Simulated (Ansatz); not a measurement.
## InSb: response to strain

Consider InSb in the zinc blende structure (space group F-43m, No. 216).

```
InSb
1.0
    0.00000     3.25944     3.25944
    3.25944     0.00000     3.25944
    3.25944     3.25944     0.00000
In Sb
1 1
Direct
  0.00000   0.00000   0.00000
  0.25000   0.25000   0.25000
```

Strains are applied to the cell and any free atomic positions relax.

Computed with PBEsol/PAW in Ansatz (an electronic-structure program), scalar-relativistic without spin-orbit coupling.

Candidates:
(a) isotropic strain +0.50 %
(b) isotropic strain +2.00 %
(c) isotropic strain +1.50 %
(d) isotropic strain −2.00 %

Notes on the quantities. energy relative to the base: free energy F.

### Question
Order them by energy relative to the base, lowest first.

### Answer
(a) isotropic strain +0.50 % (+1.0 meV/atom), (c) isotropic strain +1.50 % (+8.8 meV/atom), (b) isotropic strain +2.00 % (+15 meV/atom), (d) isotropic strain −2.00 % (+18 meV/atom)

Stability against distortions was not tested. The final runs are not spin-polarised.
